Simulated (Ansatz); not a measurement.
An Ansatz (a quantum-chemistry and plane-wave program) input (Ansatz, r2SCAN, PAW, cutoff 500 eV, spin-orbit coupling left out, earlier PAW set):

Ansatz 0.2 input:
```yaml
crystal:
  lattice:
    - [4.8624083196, 0, 0]
    - [2.4312041598, 4.2109691284, 0]
    - [2.4312041598, -1.4036563761, 4.2831233615]
  atoms:
    - { symbol: Al, position: [0.2963128462, 0.3518435769, 0.0555307307] }
    - { symbol: Al, position: [0.7036871538, 0.1481564231, 0.4444692693] }
    - { symbol: Al, position: [0.7036871538, 0.6481564231, 0.9444692693] }
    - { symbol: Al, position: [0.2963128462, 0.8518435769, 0.5555307307] }
    - { symbol: O, position: [0.8063244936, 0.9436755064, 0.75] }
    - { symbol: O, position: [0.5, 0.5563244936, 0.75] }
    - { symbol: O, position: [0.1936755064, 0.25, 0.75] }
    - { symbol: O, position: [0.1936755064, 0.0563244936, 0.25] }
    - { symbol: O, position: [0.5, 0.4436755064, 0.25] }
    - { symbol: O, position: [0.8063244936, 0.75, 0.25] }
basis: { ecutwfc: 500, ecutrho_ratio: 4, xc_grid: 4, fft_grid_basis: typed }
kpoints: { mp_grid: { grid: [8, 8, 8] } }
hamiltonian:
  xc: r2scan
  dispersion: none
  pseudopotentials: { azcp: { folder: ./paw }, kind: paw }
scf: { occupations: { method: fermi_dirac, width: 0.05 } }
relax: { f_tol: 0.005, max_steps: 50, cell: { stress_tol: 0.01, fix: [a, b, gamma] } }
output: { forces: true, stress: true }
checkpoint: { write: state.ck, write_every: 1000 }
```

Problem. Which symmetry and how many k-points will the program report, and about how many plane waves at Γ?

Solution. Space group R-3c (ITA 167) with 12 operations, k-points 65 of 512, and 2223 plane waves at Γ.

Problem. And the final pressure?

Solution. -8.25 GPa (compression positive).

The cells carry an imposed strain or load. No phonon test of stability was made. The cell was made from Al$_{2}$O$_{3}$ in the corundum structure (space group R-3c, No. 167) by this change: biaxial strain +2.20 %, plane normal [001], relaxed out of plane.
